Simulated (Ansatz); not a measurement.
The parent structure is Cd3N2 (space group P-3m1, No. 164; a hypothetical phase, not in the database extracts checked).

```
Cd3N2
1.0
    3.66644     0.00000     0.00000
   -1.83322     3.17523     0.00000
    0.00000     0.00000     6.37048
N Cd
2 3
Direct
  0.33333   0.66667   0.22108
  0.66667   0.33333   0.77892
  0.00000   0.00000   0.00000
  0.33333   0.66667   0.65736
  0.66667   0.33333   0.34264
```

Levels (all Ansatz, a quantum-chemistry and plane-wave program, PAW): PBEsol (420 eV, scalar-relativistic without spin-orbit coupling); r2SCAN (500 eV, no spin-orbit coupling).

The geometry is relaxed with PBEsol.

PBEsol pressure: 0.0 GPa

With r2SCAN at the same geometry, the pressure goes from zero to 2.2 GPa.

Single points use the geometry relaxed with PBEsol. Their cutoffs differ, which shifts pressures a little. Whether these cells are dynamically stable was not tested. The final runs are not spin-polarised.
